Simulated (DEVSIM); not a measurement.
System: abrupt GaAs n-p junction, at 350 K.

| layer (left to right) | material | thickness (μm) | Nd (cm⁻³) | Na (cm⁻³) | τn (s) | τp (s) |
|---|---|---|---|---|---|---|
| 1 | GaAs | 23.0 | 3.9e15 | - | 2.2e-9 | 6.6e-9 |
| 2 | GaAs | 60.0 | - | 2.2e16 | 2.2e-9 | 2.2e-9 |

Left contact: ohmic. Right contact: ohmic. Voltage is applied to the left contact. Recombination: SRH at mid-gap, radiative, Auger. Mobility is μmin + (μ − μmin)/(1 + (N/Nref)^α).

Constants are typed, rounded textbook-type inputs, not results; the design itself was drawn at random and stands for no fabricated device. Values at 300 K; Nc and Nv go as T^1.5, mobilities as T to minus their exponent, the gap by Varshni's rule with the affinity fixed.

| parameter | GaAs |
|---|---|
| gap (eV) | 1.424 |
| affinity (eV) | 4.07 |
| permittivity | 12.9 |
| Nc (cm⁻³) | 4.7e17 |
| Nv (cm⁻³) | 9e18 |
| μn (cm²/Vs) | 8500 |
| μp (cm²/Vs) | 400 |
| μn,min | 500 |
| μp,min | 20 |
| Nref,n | 6e16 |
| Nref,p | 1.5e17 |
| αn | 0.39 |
| αp | 0.38 |
| T exponent of μn | 2.1 |
| T exponent of μp | 2.2 |
| B (cm³/s) | 2e-10 |
| Cn (cm⁶/s) | 1e-30 |
| Cp (cm⁶/s) | 1e-30 |
| Varshni α (eV/K) | 0.000541 |
| Varshni β (K) | 204 |

Simulated with DEVSIM: 1D drift-diffusion, Boltzmann statistics, complete ionisation; no tunnelling, impact ionisation, image-force lowering or self-heating.

### Question
Tabulate band edges, carrier densities and field at -1.05 V on the left contact.

### Answer
Energies count from the Fermi level of the right contact; mesh points crowd at the junctions.

```json
[
 {"x (μm)": "0.000", "Ec (eV)": "1.202", "Ev (eV)": "-0.199", "n (cm⁻³)": "3.9e15", "p (cm⁻³)": "< 1e2", "field (V/cm)": "≈ 0"},
 {"x (μm)": "0.05120", "Ec (eV)": "1.202", "Ev (eV)": "-0.200", "n (cm⁻³)": "3.9e15", "p (cm⁻³)": "9.7e8", "field (V/cm)": "≈ 0"},
 {"x (μm)": "0.2212", "Ec (eV)": "1.201", "Ev (eV)": "-0.200", "n (cm⁻³)": "3.9e15", "p (cm⁻³)": "4.2e9", "field (V/cm)": "≈ 0"},
 {"x (μm)": "0.7431", "Ec (eV)": "1.201", "Ev (eV)": "-0.200", "n (cm⁻³)": "3.9e15", "p (cm⁻³)": "1.4e10", "field (V/cm)": "≈ 0"},
 {"x (μm)": "3.583", "Ec (eV)": "1.200", "Ev (eV)": "-0.201", "n (cm⁻³)": "3.9e15", "p (cm⁻³)": "1.0e11", "field (V/cm)": "≈ 0"},
 {"x (μm)": "11.50", "Ec (eV)": "1.198", "Ev (eV)": "-0.203", "n (cm⁻³)": "3.9e15", "p (cm⁻³)": "4.1e12", "field (V/cm)": "≈ 0"},
 {"x (μm)": "19.34", "Ec (eV)": "1.194", "Ev (eV)": "-0.207", "n (cm⁻³)": "4.0e15", "p (cm⁻³)": "1.5e14", "field (V/cm)": "≈ 0"},
 {"x (μm)": "22.24", "Ec (eV)": "1.190", "Ev (eV)": "-0.211", "n (cm⁻³)": "4.4e15", "p (cm⁻³)": "5.2e14", "field (V/cm)": "-17"},
 {"x (μm)": "22.77", "Ec (eV)": "1.192", "Ev (eV)": "-0.209", "n (cm⁻³)": "4.2e15", "p (cm⁻³)": "7.1e14", "field (V/cm)": "360"},
 {"x (μm)": "22.95", "Ec (eV)": "1.222", "Ev (eV)": "-0.179", "n (cm⁻³)": "1.5e15", "p (cm⁻³)": "2.1e15", "field (V/cm)": "4700"},
 {"x (μm)": "23.00", "Ec (eV)": "1.258", "Ev (eV)": "-0.143", "n (cm⁻³)": "4.7e14", "p (cm⁻³)": "6.8e15", "field (V/cm)": "9600"},
 {"x (μm)": "23.09", "Ec (eV)": "1.291", "Ev (eV)": "-0.110", "n (cm⁻³)": "1.6e14", "p (cm⁻³)": "2.0e16", "field (V/cm)": "870"},
 {"x (μm)": "23.33", "Ec (eV)": "1.293", "Ev (eV)": "-0.108", "n (cm⁻³)": "1.4e14", "p (cm⁻³)": "2.2e16", "field (V/cm)": "≈ 0"},
 {"x (μm)": "24.09", "Ec (eV)": "1.293", "Ev (eV)": "-0.108", "n (cm⁻³)": "1.2e14", "p (cm⁻³)": "2.2e16", "field (V/cm)": "≈ 0"},
 {"x (μm)": "28.21", "Ec (eV)": "1.289", "Ev (eV)": "-0.112", "n (cm⁻³)": "5.5e13", "p (cm⁻³)": "2.2e16", "field (V/cm)": "-11"},
 {"x (μm)": "39.38", "Ec (eV)": "1.274", "Ev (eV)": "-0.127", "n (cm⁻³)": "7.4e12", "p (cm⁻³)": "2.2e16", "field (V/cm)": "-14"},
 {"x (μm)": "66.06", "Ec (eV)": "1.237", "Ev (eV)": "-0.164", "n (cm⁻³)": "6.8e10", "p (cm⁻³)": "2.2e16", "field (V/cm)": "-14"},
 {"x (μm)": "77.61", "Ec (eV)": "1.220", "Ev (eV)": "-0.181", "n (cm⁻³)": "7.9e9", "p (cm⁻³)": "2.2e16", "field (V/cm)": "-14"},
 {"x (μm)": "81.88", "Ec (eV)": "1.214", "Ev (eV)": "-0.187", "n (cm⁻³)": "1.5e9", "p (cm⁻³)": "2.2e16", "field (V/cm)": "-14"},
 {"x (μm)": "82.67", "Ec (eV)": "1.213", "Ev (eV)": "-0.188", "n (cm⁻³)": "4.5e8", "p (cm⁻³)": "2.2e16", "field (V/cm)": "-14"},
 {"x (μm)": "82.91", "Ec (eV)": "1.213", "Ev (eV)": "-0.188", "n (cm⁻³)": "1.2e8", "p (cm⁻³)": "2.2e16", "field (V/cm)": "-14"},
 {"x (μm)": "83.00", "Ec (eV)": "1.213", "Ev (eV)": "-0.188", "n (cm⁻³)": "< 1e2", "p (cm⁻³)": "2.2e16", "field (V/cm)": "-14"}
]
```
